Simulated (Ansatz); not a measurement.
An Ansatz (an electronic-structure program) input (Ansatz PBEsol, no spin-orbit coupling):

Ansatz 0.2 input:
```yaml
crystal:
  lattice:
    - [-2.1285071466, 2.1285071466, 6.9482079887]
    - [2.1285071466, -2.1285071466, 6.9482079887]
    - [2.1285071466, 2.1285071466, -6.9482079887]
  atoms:
    - { symbol: La, position: [0.5, 0.5, 0] }
    - { symbol: La, position: [0.25, 0.75, 0.5] }
    - { symbol: Si, position: [0.8345750657, 0.3345750657, 0.5] }
    - { symbol: Si, position: [0.0845750657, 0.0845750657, 0] }
    - { symbol: Si, position: [0.9154249343, 0.9154249343, 0] }
    - { symbol: Si, position: [0.6654249343, 0.1654249343, 0.5] }
basis: { ecutwfc: 420, ecutrho_ratio: 4, xc_grid: 2, fft_grid_basis: typed }
kpoints: { mp_grid: { grid: [15, 15, 15] } }
hamiltonian:
  xc: pbesol
  dispersion: none
  pseudopotentials: { kind: paw }
scf: { occupations: { method: fermi_dirac, width: 0.05 }, convergence: { dr2_threshold: 0.0000000006 } }
output: { forces: true, stress: true }
```

Task: Which symmetry and how many k-points will the program report, and about how many plane waves at Γ?

Result: Space group I41/amd (ITA 141) with 16 operations, k-points 288 of 3375, and 2471 plane waves at Γ.

Whether these cells are dynamically stable was not tested. All final runs are without spin polarisation. The cell is LaSi₂ (space group I4_1/amd, No. 141).
